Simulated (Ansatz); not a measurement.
Au, response to strain

Consider Au in the fcc (Cu type) structure (space group Fm-3m, No. 225; a = 4.083 Å; relaxed with 0.1 eV smearing). Axes: x, y, z lie along the cube axes.

Strains are applied to the cell and any free atomic positions relax; under biaxial strain the out-of-plane vector relaxes too.

Computed with PBEsol/PAW in Ansatz (a first-principles code), without spin-orbit coupling.

Notes on the quantities. energy relative to the base: free energy F.

```csv
change,out-of-plane strain,energy relative to the base
base,–,0 meV/atom
"biaxial strain −2.00 %, plane normal [001], relaxed out of plane",+3.39 %,+4.2 meV/atom
"biaxial strain −1.50 %, plane normal [001], relaxed out of plane",+2.54 %,+2.3 meV/atom
"biaxial strain −0.50 %, plane normal [001], relaxed out of plane",+0.84 %,+0.2 meV/atom
"biaxial strain +0.50 %, plane normal [001], relaxed out of plane",-0.84 %,+0.2 meV/atom
"biaxial strain +1.00 %, plane normal [001], relaxed out of plane",-1.69 %,+0.8 meV/atom
"biaxial strain +1.50 %, plane normal [001], relaxed out of plane",-2.56 %,+1.7 meV/atom
"biaxial strain +2.00 %, plane normal [001], relaxed out of plane",-3.45 %,[?]
"biaxial strain +2.50 %, plane normal [001], relaxed out of plane",[?],+3.8 meV/atom
"biaxial strain +3.00 %, plane normal [001], relaxed out of plane",-5.21 %,+5.0 meV/atom
```

Task: Fill in the withheld entries from the trend.

Result: 
- biaxial strain +2.00 %, plane normal [001], relaxed out of plane, energy relative to the base: +2.7 meV/atom
- biaxial strain +2.50 %, plane normal [001], relaxed out of plane, out-of-plane strain: -4.34 %

Stability against distortions was not tested.
